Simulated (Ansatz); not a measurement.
**What In → Ga does to InAs**

Consider InAs in the zinc blende structure (space group F-43m, No. 216; a = 6.109 Å).

Perturbation: Ga takes the place of In on all its sites; the structure is relaxed again.

Calculations: DFT with r2SCAN, PAW potentials and a 500 eV plane-wave cutoff in Ansatz (a first-principles code), no SOC. Settings: 10×10×10 k-points, 0.05 eV Fermi–Dirac smearing, for the changed cell.

```tsv
quantity	base	changed	shift
volume per atom	28.50 Å³	22.75 Å³	-5.75 Å³
density	5.53 g/cm³	5.28 g/cm³	-0.25 g/cm³
lattice parameter a	6.109 Å	5.667 Å	-0.442 Å
shortest interatomic distance	2.645 Å	2.454 Å	-0.1916 Å
band gap	0.08 eV	0.96 eV	+0.88 eV
gap character	direct at Γ	direct at Γ	–
width of the top valence band	2.80 eV	3.40 eV	+0.60 eV
electron mass	–	0.051 mₑ (at Γ)	–
hole mass (degenerate bands, along [100])	–	0.050, 0.34, 0.34 mₑ (at Γ)	–
```

Cost of the whole job for the changed cell (relaxation, final SCF and bands): very roughly 70 core-seconds.

Masses are band curvatures over ±0.01 Å⁻¹ around the edge. Stability against distortions was not tested. A zero or small gap of InAs can be the functional's error rather than a property of the material.
